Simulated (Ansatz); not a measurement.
This concerns the energy of the reaction as written. Reaction: cell B → cell A. A negative value means that the right-hand side lies lower.

Cell A: a sheet of composition Pd, 1 atom, square cell of 2.54 Å (6.5 Å²), symmetry P4/mmm, 0.0 Å thick under 16 Å of vacuum, in-plane vectors relaxed; planes from bottom to top: Pd; a model cell; spin state with PBE: no moments, k-point mesh 24×24×1.
```
Pd
1.0
    2.54138     0.00000     0.00000
    0.00000     2.54138     0.00000
    0.00000     0.00000    16.00000
Pd
1
Direct
  0.00000   0.00000   0.50000
```

Cell B: a sheet of composition Pd, 1 atom, hexagonal cell of 2.63 Å (6.0 Å²), symmetry P6/mmm, 0.0 Å thick under 16 Å of vacuum, in-plane vectors relaxed; planes from bottom to top: Pd; a model cell; spin state with PBE: no moments, k-point mesh 30×30×1.
```xyz
1
Lattice="2.6305 0.0000 0.0000 -1.3152 2.2780 0.0000 0.0000 0.0000 16.0000" Properties=species:S:1:pos:R:3 pbc="T T T"
Pd     0.0000     0.0000     8.0000
```

All numbers come from Ansatz (a program for electronic structure), plane waves with PAW, its default PAW set, cutoff 420 eV. The structures are at rest with PBE. Neutral cells; Fermi-Dirac smearing of at most 0.10 eV in the solids, energies taken to zero width. A dispersion term (D3(BJ), or D4 for r2SCAN) was computed beside these levels and is taken off wherever the name lacks it. Static lattices, no vibrational contributions. Cell A has symmetry P4/mmm and got no random move, so less symmetric positions, which may lie lower, weren't tried. Cell B has symmetry P6/mmm and got no random move, so less symmetric positions, which may lie lower, weren't tried.

Q: Give the value at the level PBE.

A: 0.30 eV, for cell B → cell A.
